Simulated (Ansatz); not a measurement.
System: TiO2 (Pbcn, No. 60, 12 atoms in the cell; start mp-1439; high-pressure phase). Method: r²SCAN+rVV10 in Ansatz (plane waves, PAW).

Numerical settings: plane-wave cutoff 560 eV, 8×6×8 k mesh (along the axes of the cell as run), Fermi–Dirac smearing 0.01 eV, no spin polarisation, scalar-relativistic PAW data made under PBE.

Cell (relaxed at this level):

```yaml
crystal:
  lattice:
    - [4.53723, 0.00000, 0.00000]
    - [0.00000, 5.49813, 0.00000]
    - [0.00000, 0.00000, 4.88613]
  atoms:
    - { symbol: Ti, position: [0.50000, 0.67567, 0.75000] }
    - { symbol: Ti, position: [0.50000, 0.32433, 0.25000] }
    - { symbol: Ti, position: [0.00000, 0.82433, 0.25000] }
    - { symbol: Ti, position: [0.00000, 0.17567, 0.75000] }
    - { symbol: O, position: [0.72922, 0.61735, 0.08067] }
    - { symbol: O, position: [0.27078, 0.38265, 0.91933] }
    - { symbol: O, position: [0.77078, 0.88265, 0.58067] }
    - { symbol: O, position: [0.22922, 0.11735, 0.41933] }
    - { symbol: O, position: [0.22922, 0.88265, 0.91933] }
    - { symbol: O, position: [0.77078, 0.11735, 0.08067] }
    - { symbol: O, position: [0.27078, 0.61735, 0.41933] }
    - { symbol: O, position: [0.72922, 0.38265, 0.58067] }
```

**Question.** Give the computed band gap.

**Answer.** 
band gap: 3.06 eV (on the SCF k mesh)

Note: the relaxation could not lower the start's symmetry, so the cell can be a saddle point above a distorted one.

The computed numbers hold no vibrational or temperature effects.

It cost roughly 15 core-minutes of CPU time.

A start named mp-… is a Materials Project structure, which need not be a measured phase.

Ansatz is a first-principles code.
